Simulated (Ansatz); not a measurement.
Base system: PbS in the rock salt structure (space group Fm-3m, No. 225; a = 5.8450 Å).

Level of theory: Kohn–Sham DFT with the LDA functional, run in Ansatz (a first-principles code) with PAW and 420 eV plane waves, scalar-relativistic without spin-orbit coupling.

Before the change:

* **Pressure**: 0.0 GPa
* **Band gap**: 0.06 eV

Now apply this change: every lattice vector is shortened by 0.50 %; the atoms relax in the strained cell.

Question: Predict the new energy relative to the base, pressure and band gap.

Answer: The energy increases by 1.1 meV/atom; the pressure goes from zero to 1.0 GPa; the band gap changes from 0.06 eV to zero.

Spin-orbit coupling, missing from the scalar runs, can matter with Pb. Whether these cells are dynamically stable was not tested. All final runs are without spin polarisation. The zero or small gap of PbS can change with the level of theory.
